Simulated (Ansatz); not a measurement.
Functionals compared on a constructed model of the (0001) surface of hcp Re, a pseudomorphic layer of Ti in the host's stacking (bottom of the slab: a bare face, its two planes held), in Ansatz (plane waves, PAW). The structure was relaxed with PBE; the other rows are single points on it. Cutoff 420 eV (500 eV for r2SCAN).

Model: 7-atom slab, 14.0 Å thick at the start, 15x15x1 mesh, Fermi-Dirac 0.1 eV, dipole correction, 2 atoms held, the rest relaxed; start symmetry kept, larger cells not searched; no spin, no spin-orbit, no U. It is one candidate, not shown to be the stable structure of the face. These notes are the PBE run's.

| functional | work function of the top face (eV) | rough cost of the single point |
|---|---|---|
| PBE | 4.43 | – |
| RPBE | 4.29 | roughly 20 core-seconds |
| r2SCAN | 4.49 | about 50 core-seconds (a rough figure) |

Ansatz is a program for electronic structure.
